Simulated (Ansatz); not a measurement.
The starting structures come from a database of crystals and need not be the phases stable at ambient conditions.

Input:

```
CELL_PARAMETERS angstrom
      4.00239     0.00000     0.00000
     -2.00120     3.46617     0.00000
      0.00000     0.00000     6.57780
ATOMIC_POSITIONS crystal
  Al 0.33333 0.66667 0.00068
  Al 0.66667 0.33333 0.50068
  As 0.33333 0.66667 0.37532
  As 0.66667 0.33333 0.87532
```

Space group of this cell: P6_3mc, wurtzite. The cell is taken as given.

All values below come from PBEsol (plane waves, PAW; Ansatz, an electronic-structure program).

The current runs along the normal of the first two printed vectors; no spin-orbit coupling. Scaled by the factor s: the length along the current (ions clamped). Meshes 12×12×6 and 12×12 across the current in all rows.

```json
[
 {"s": "0.97", "mean pressure (GPa)": "2.5", "band gap (eV)": "1.55"},
 {"s": "1.00", "mean pressure (GPa)": "0.1", "band gap (eV)": "1.65"},
 {"s": "1.03", "mean pressure (GPa)": "-1.9", "band gap (eV)": "?"}
]
```

Task: Take the slope of the band gap against ln s from the two given rows, extrapolate to s = 1.03, and say what the run there gives.

Result: Slope = (1.55 − 1.65) / ln 0.97 = 3.28 eV. The line gives 1.65 + (3.28) × ln 1.03 = 1.75 eV. The run gives 1.54 eV, 0.21 eV under the line, 213 % of the predicted step.
